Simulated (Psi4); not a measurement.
Psi4 1.11, TPSS/def2-svp: B(F)(OMe)2 (COB(F)OC), 12 atoms. The geometry is a generated start, not checked to be a minimum at this level.

```
Property                                            Result
--------------------------  ------------------------------
task                                                energy
method                                                tpss
basis                                             def2-svp
memory                                                3 GB
maxiter                                                100
keys of the molecule block                     symmetry c1
scf_type                                      df (default)
guess                       auto, which took SAD (default)
scf_initial_accelerator                    adiis (default)
e_convergence                              1e-06 (default)
d_convergence                              1e-06 (default)
dft_radial_points                             75 (default)
dft_spherical_points                         302 (default)
basis functions                                        114
grid points                                         257630
```

```xyz
12

B     -0.5334     0.1178     0.6368
F     -0.9099    -0.1144     1.9053
O      0.5920    -0.4315     0.1467
C      1.4562    -1.2595     0.9032
H      0.9843    -1.5844     1.8300
H      1.7107    -2.1231     0.2878
H      2.3641    -0.6970     1.1291
O     -1.3526     0.8990    -0.0783
C     -1.1167     1.2297    -1.4310
H     -0.7704     0.3590    -1.9916
H     -2.0612     1.5873    -1.8393
H     -0.3631     2.0171    -1.4988
```

One run each on 2 threads. Values of diis_max_vecs tried: 3, 6, 10 (default), 20.

Q: Predict the course of the SCF iterations along this series.

A: Fewest SCF iterations, within one of each other: 6 with 10, 10 (default) with 10, 20 with 10. The count rises to 16 at 3. All converge to one solution.

```json
[
 {"diis_max_vecs": "3", "SCF iterations": "16", "end": "same solution"},
 {"diis_max_vecs": "6", "SCF iterations": "10", "end": "same solution"},
 {"diis_max_vecs": "10 (default)", "SCF iterations": "10", "end": "same solution"},
 {"diis_max_vecs": "20", "SCF iterations": "10", "end": "same solution"}
]
```
